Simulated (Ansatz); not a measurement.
System: cubic perovskite BaHfO₃. Method: PBE (PAW; Ansatz, an electronic-structure program).

Settings: plane-wave cutoff 520 eV, 6×6×6 k mesh, perturbation theory, scalar-relativistic PAW data made under PBE.

Cell (relaxed at this level):

```yaml
crystal:
  lattice:
    - [4.20628, 0.00000, 0.00000]
    - [0.00000, 4.20628, 0.00000]
    - [0.00000, 0.00000, 4.20628]
  atoms:
    - { symbol: Ba, position: [0.00000, 0.00000, 0.00000] }
    - { symbol: Hf, position: [0.50000, 0.50000, 0.50000] }
    - { symbol: O, position: [0.50000, 0.00000, 0.50000] }
    - { symbol: O, position: [0.00000, 0.50000, 0.50000] }
    - { symbol: O, position: [0.50000, 0.50000, 0.00000] }
```

Estimate the high-frequency dielectric constant and dielectric constant ε0 (ions relaxed) that the calculation returns.


- high-frequency dielectric constant = 4.67
- dielectric constant ε0 (ions relaxed) = 50.5

Spin–orbit coupling is not included.
